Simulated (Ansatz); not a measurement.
The starting structures come from a database of crystals and need not be the phases stable at ambient conditions.

By PBEsol, the system below comes out a metal.

Without scattering a metal conducts by its projected Fermi surface.

Input:

```
CELL_PARAMETERS angstrom
      4.18759     0.00000     0.00000
      0.00000     9.08641     0.00000
      0.00000     4.54320     2.62302
ATOMIC_POSITIONS crystal
  Co 0.00000 0.00000 0.50000
  Co 0.00000 0.50000 0.50000
  Co 0.00000 0.50000 0.00000
  Sn 0.50000 0.33333 0.00000
  Sn 0.50000 0.66667 0.00000
  Sn 0.00000 0.00000 0.00000
```

Space group of this cell: P6/mmm. The cell is taken as given; by PBEsol its mean pressure is -2.0 GPa.

The current flows along the normal of the first two printed cell vectors, the (110) plane of the conventional cell. No spin-orbit coupling; the value is a mean over 0.1 eV about the Fermi level.

Question: Estimate the ballistic conductance per area that PBEsol in Ansatz (a quantum-chemistry and plane-wave program) returns for this system.

Answer: 0.19 × 10¹⁵ S/m² for both spins.
